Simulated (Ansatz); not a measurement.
# Hypothetical anatase ZnF2: biaxial strain +0.77 %, plane normal [001], relaxed out of plane

The reference is ZnF2 in the anatase structure (space group I4_1/amd, No. 141; a = 3.9616 Å, c = 9.7700 Å; a hypothetical phase, not in the database extracts checked). Axes: x, y, z lie along a, b, c of the conventional cell.

Modification: biaxial strain +0.77 %, plane normal [001], relaxed out of plane (Cartesian); in-plane vectors clamped, the third vector and the atoms free.

Computed with r2SCAN (Ansatz, a program for electronic structure; PAW; 500 eV plane waves; no spin-orbit coupling). Γ-centred 12×12×12 mesh, Fermi–Dirac width 0.05 eV.

Volume per atom: 12.83 Å³ (base 12.78 Å³)
Space group: I4_1/amd (No. 141) (base I4_1/amd (No. 141))
Shortest interatomic distance: 2.030 Å (base 2.018 Å)
Energy relative to the base (free energy F): +0.6 meV/atom
Pressure (mean of the normal stresses, compression positive): -0.65 GPa (base 0.00 GPa)
Band gap: 4.40 eV (base 4.37 eV)
Smallest direct gap: 5.10 eV (base 5.11 eV)
Electron mass: 0.48 mₑ (at Γ) (base 0.48 mₑ (at Γ))
Out-of-plane strain: -1.11 %
Mean in-plane stress (compression positive): -1.0 GPa

Final structure (turned so that z lies along the plane normal):

```
CELL_PARAMETERS angstrom
      3.99206     0.00000     0.00000
      0.00000     3.99206     0.00000
      1.99603    -1.99603     4.83098
ATOMIC_POSITIONS crystal
  Zn 0.50000 0.50000 0.00000
  Zn 0.75000 0.75000 0.50000
  F  0.71157 0.28843 0.57686
  F  0.96157 0.53843 0.07686
  F  0.53843 0.96157 0.92314
  F  0.28843 0.71157 0.42314
```

Effective masses come from finite differences of ±0.01 Å⁻¹. Whether these cells are dynamically stable was not tested.
